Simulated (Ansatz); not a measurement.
**CdGeAs2: stress against strain**

CdGeAs2 (chalcopyrite, I-42d, 24.962 Å³/atom and stress up to 0.01 GPa in the relaxed cell, c along z) under a strain ε along a (axis x), the other axes held. PBEsol in Ansatz, a plane-wave DFT program (PAW, default set), 420 eV, 8×8×8 Γ-centred mesh, Fermi-Dirac smearing 0.05 eV; ions are relaxed, or left where forces stay under 0.02 eV/Å, within the symmetry of each cell. Stress is positive for a compressed cell.

Here s stands for strain and y for stress xx.

| strain (%) | stress xx (GPa) |
|---|---|
| -1.50 | 1.36 |
| -0.75 | 0.68 |
| 0.00 | 0.00 |
| 0.75 | -0.66 |
| 1.50 | -1.31 |
| 3.00 | ? |

Q: Using a straight line, estimate the missing y at s = 3.00 from the other rows, showing the fit.

A: Means: s 0, y 0.014. About the means, the sum of products is -5.0100 and the sum of squares of s is 5.6250; the slope is their ratio. Least squares gives y = 0.014 - 0.8907·s. Residuals (row less fit): 0.010, -0.002, -0.014, -0.006, 0.012; standard error 0.013 (degrees of freedom: 3). The slope gives the elastic constant C11 = 89.1 ± 0.5 GPa (± standard error of the fit, which holds the terms cut off). At the withheld row, y = 0.014 - 0.8907 × 3.00 = -2.658 GPa. The calculation gives -2.55 GPa, 0.108 GPa above the prediction (2.8 % of the range of y in the table). The row lies outside the fitted rows, so this is an extrapolation. From the scatter of the fitted rows alone, a prediction at this place has a standard error of 0.021 GPa, so the miss is 5.1 times that.

A polynomial of degree 2 through the 8 other runs of the series gives -2.56 there, so most of the miss is curvature that the fit leaves out. Rows are the converged runs of the series near zero and its far end; series whose fitted rows scatter by over a few per cent of the range, as at a crossing or softening among them, aren't shown in this form, nor equations of state whose B0' disagrees with the runs' pressures. Most that stay on the fit to the last digits aren't either.
